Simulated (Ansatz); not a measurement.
Consider the following.

```
CELL_PARAMETERS angstrom
      2.70838     0.00000     0.00000
      0.00000     2.70838     0.00000
      1.35419    -1.35419     1.84403
ATOMIC_POSITIONS crystal
  Rh 0.00000 0.00000 0.00000
```

No spin polarisation.

Level of theory: LDA/PAW in Ansatz (a program for electronic structure), no spin-orbit coupling. k-mesh 30×30×30 (Γ-centred); smearing 0.1 eV (Fermi–Dirac).

Q: Estimate the pressure (mean of the normal stresses, compression positive).

A: -6.2 GPa.

Q: Predict the band gap.

A: Zero.

Q: Predict the space group.

A: I4/mmm (No. 139).

The cells carry an imposed strain or load. Stability against distortions was not tested. The final runs are not spin-polarised. The cell was made from Rh in the fcc (Cu type) structure (space group Fm-3m, No. 225) by this change: biaxial strain +2.00 %, plane normal [001], relaxed out of plane. Rh lies near a magnetic instability that expansion can trigger; it was not tested.
